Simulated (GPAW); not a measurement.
# A worked fit of the energy against the cutoff, with one run withheld: Ca (Fm-3m, 1 atom in the cell)

```
CELL_PARAMETERS angstrom
      0.00000     2.79837     2.79837
      2.79837     0.00000     2.79837
      2.79837     2.79837     0.00000
ATOMIC_POSITIONS crystal
  Ca 0.00000 0.00000 0.00000
```

Method of the run: PBEsol, GPAW PAW datasets PBEsol (made by gpaw-setup) (plane waves; GPAW).

Base settings: mode = pw; ecut = 550 eV; xc = PBEsol; kpts = 4 4 4; mesh shift (steps) = 0 0 0; occupations.name = methfessel-paxton; occupations.width = 0.1 eV; occupations.order = 0; nbands = -5; convergence.density = 1e-05 e/electron.

The last step of the ladder, which sets the zero, is ecut = 1320 eV.

The starting cell has typed, rounded lattice constants, without a prior relaxation at this level. Its lattice was rescaled by up to half a per cent. Without a gap this mesh is coarse (it stands for a supercell whose shortest vector is 16 Å).

An empirical form for the window shown: the miss falls exponentially with the largest wave vector, which goes as √cutoff: ln(ΔF) = a + b·√cutoff.

| ecut | √cutoff (√eV) | F less the last step's (meV/atom) | ln of it |
|---|---|---|---|
| 300 eV | 17.321 | 206.95 | 5.332 |
| 330 eV | 18.166 | 116.72 | 4.760 |
| 385 eV | 19.621 | ? | ? |
| 440 eV | 20.976 | 11.61 | 2.452 |
| 495 eV | 22.249 | 4.53 | 1.511 |

Problem. Fit the line to the 4 rows given and predict the withheld one.

Solution. Means: x̄ = 19.678, ȳ = 3.5137. Σ(x − x̄)(y − ȳ) = -12.70 and Σ(x − x̄)² = 16.14, so b = -0.7869 and a = ȳ − b·x̄ = 18.998; ΔF halves for each 0.88 in √cutoff. The largest residual of the fitted rows is 0.057. At x = 19.621 the line gives 3.558, that is 35.1 meV/atom. The run gave 37.76 meV/atom, a miss of 2.66 meV/atom (7 %). The table is a window of a longer ladder. The rows were chosen because the form fits them, the withheld one included, so this shows the method and is no test of the form.

Left out of this page: 10 runs of the series outside the window shown, repeating another row's setting, or not comparable.
